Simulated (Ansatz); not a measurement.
# Mo: response to strain

Base system: Mo in the bcc (W type) structure (space group Im-3m, No. 229; a = 3.130 Å; relaxed with 0.1 eV smearing). Axes: x, y, z lie along the cube axes.

Strains are applied to the cell and any free atomic positions relax; under biaxial strain the out-of-plane vector relaxes too.

The values are results of PBEsol/PAW in Ansatz (a program for electronic structure), no SOC, not measurements.

Notes on the quantities. in-plane stress: mean in-plane stress (compression positive); energy relative to the base: free energy F.

```json
[
 {"change": "base", "in-plane stress": "–", "ratio −ε⊥/ε∥": "–", "energy relative to the base": "0 meV/atom"},
 {"change": "biaxial strain −3.00 %, plane normal [001], relaxed out of plane", "in-plane stress": "+17.5 GPa", "ratio −ε⊥/ε∥": "0.79", "energy relative to the base": "+49 meV/atom"},
 {"change": "biaxial strain −2.50 %, plane normal [001], relaxed out of plane", "in-plane stress": "+14.5 GPa", "ratio −ε⊥/ε∥": "0.77", "energy relative to the base": "+34 meV/atom"},
 {"change": "biaxial strain −2.00 %, plane normal [001], relaxed out of plane", "in-plane stress": "+11.5 GPa", "ratio −ε⊥/ε∥": "…", "energy relative to the base": "+22 meV/atom"},
 {"change": "biaxial strain −1.00 %, plane normal [001], relaxed out of plane", "in-plane stress": "+5.6 GPa", "ratio −ε⊥/ε∥": "0.73", "energy relative to the base": "…"},
 {"change": "biaxial strain −0.50 %, plane normal [001], relaxed out of plane", "in-plane stress": "+2.8 GPa", "ratio −ε⊥/ε∥": "–", "energy relative to the base": "+1.3 meV/atom"},
 {"change": "biaxial strain +0.50 %, plane normal [001], relaxed out of plane", "in-plane stress": "-2.7 GPa", "ratio −ε⊥/ε∥": "–", "energy relative to the base": "+1.3 meV/atom"},
 {"change": "biaxial strain +1.00 %, plane normal [001], relaxed out of plane", "in-plane stress": "-5.3 GPa", "ratio −ε⊥/ε∥": "…", "energy relative to the base": "+5.1 meV/atom"},
 {"change": "biaxial strain +1.50 %, plane normal [001], relaxed out of plane", "in-plane stress": "-7.7 GPa", "ratio −ε⊥/ε∥": "0.68", "energy relative to the base": "…"},
 {"change": "biaxial strain +2.50 %, plane normal [001], relaxed out of plane", "in-plane stress": "-12.4 GPa", "ratio −ε⊥/ε∥": "0.67", "energy relative to the base": "+31 meV/atom"}
]
```

**Question.** Some entries are withheld; estimate them.

**Answer.** 
- biaxial strain −2.00 %, plane normal [001], relaxed out of plane, ratio −ε⊥/ε∥: 0.75
- biaxial strain −1.00 %, plane normal [001], relaxed out of plane, energy relative to the base: +5.3 meV/atom
- biaxial strain +1.00 %, plane normal [001], relaxed out of plane, ratio −ε⊥/ε∥: 0.69
- biaxial strain +1.50 %, plane normal [001], relaxed out of plane, energy relative to the base: +11 meV/atom

No phonon test of stability was made. The final runs are not spin-polarised.
